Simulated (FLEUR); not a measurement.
Input and output of a self-consistent single point for HfO₂ (P4_2/nmc, 6 atoms in the cell) (FLEUR).

Level of theory: LDA (Perdew-Zunger), all-electron FLAPW (FLEUR), scalar-relativistic valence in FLEUR.

```
CELL_PARAMETERS angstrom
      3.52493     0.00000     0.00000
      0.00000     3.52493     0.00000
      0.00000     0.00000     5.12376
ATOMIC_POSITIONS crystal
  Hf 0.50000 0.50000 0.50000
  Hf 0.00000 0.00000 0.00000
  O  0.00000 0.50000 0.69721
  O  0.00000 0.50000 0.19721
  O  0.50000 0.00000 0.80279
  O  0.50000 0.00000 0.30279
```

Reference input (self-consistent single point, DFT, PBE, all-electron FLAPW (FLEUR), scalar-relativistic valence): Kmax = 4.6 1/bohr; GmaxXC = 16.1 1/bohr; xcFunctional = pbe; jspins = 1; l_soc = F; mode = hist; fermiSmearingEnergy = 0.00036749 Htr; mesh (inpgen div1-3) = 8 8 5; inpgen gamma flag = true; Gmax = 16.1 1/bohr; numbands = 0; maxIterBroyd = 15. This run's input differs from it in these lines:

```diff
@@ -18,2 +18,3 @@
 &comp jspins=1 /
+&exco xctyp='pz' /
 &kpt div1=8 div2=8 div3=5 gamma=t /
@@ -30,3 +31,3 @@
       <coreElectrons ctail="T" frcor="F" kcrel="0" coretail_lmax="0"/>
-      <xcFunctional name="pbe" relativisticCorrections="F"/>
+      <xcFunctional name="pz" relativisticCorrections="F"/>
       <magnetism jspins="1"/>
```

The program printed (abridged):

```
 Iteration:     1   Distance:      30.05363441 me/bohr^3
 Iteration:     2   Distance:      25.82793970 me/bohr^3
 Iteration:     3   Distance:      10.64351313 me/bohr^3
 Iteration:     4   Distance:       9.66389826 me/bohr^3
 Iteration:     5   Distance:       4.71314767 me/bohr^3
   [... 8 lines left out ...]
 Iteration:    14   Distance:       0.00022249 me/bohr^3
 Iteration:    15   Distance:       0.00001750 me/bohr^3
 Iteration:    16   Distance:       0.00001560 me/bohr^3
 Iteration:    17   Distance:       0.00000681 me/bohr^3
 Reset of history
 Run finished successfully
 Stop message:
   Structural relaxation: new displacements generated

[file out, last iteration]
             iter=     18
[...]
          total density-effective poten   -5.2629224266E+04
          total charge density-energy d   -6.3425717714E+02
 Updated energy parameters for spin:           1
[...]
 fermi energy and band-weighting factors:
   [... 5 lines left out ...]

[...]
FERMIE:
          first approx. to ef    (T=0)  :   0.366056 htr   (energy of the highest occ. eigenvalue)
          number of occ. states  (T=0)  :       1710
          first approx. to seigv (T=0)  : -10.604568 htr
          sum of weights of occ. states :  38.000000
          sum of semicore charge        :   0.000000 e
FERHIS:  Fermi-Energy by histogram:
          bandgap                     :   0.173036 htr
   [... lines left out ...]
          charge neutrality (T=0)     :   0.000000    (zero if the highest occ. eigenvalue is "entirely" occupied)
 Direct bandgap for spin            1 :   0.17509134369862644       Htr
 ---->    free energy=                    -30477.3155545729 htr
   [... lines left out ...]
      extrapolation for T->0
 ---->    total electron energy=          -30477.3155545729 htr
 ***** TOTAL FORCES ON ATOMS *****
 TOTAL FORCE FOR ATOM TYPE=  1  X=  1.665   Y=  1.665   Z=  2.421
                       FX_TOT= 0.000000 FY_TOT= 0.000000 FZ_TOT= 0.000000
 TOTAL FORCE FOR ATOM TYPE=  2  X= -1.665   Y=  1.665   Z=  4.330
                       FX_TOT= 0.000000 FY_TOT= 0.000000 FZ_TOT= 0.003250
```

The run converged in 17 iterations. FLEUR gives forces in its relaxation mode, with a further iteration, so its stop message speaks of a relaxation. Against the reference run the largest force goes from 0.252 to 0.167 eV/Å and the gap on the mesh goes from 4.923 to 4.709 eV.

The starting cell comes from a database of computed structures (which also holds hypothetical and non-ambient phases and stackings), without a prior relaxation at this level. Its lattice was rescaled by a random factor within 2.5 % of one. Spin-orbit coupling is off. Values depend on the basis (sphere radii, cutoffs, local orbitals), which need not be converged.

Cost on one core of a shared machine: roughly 6 min.
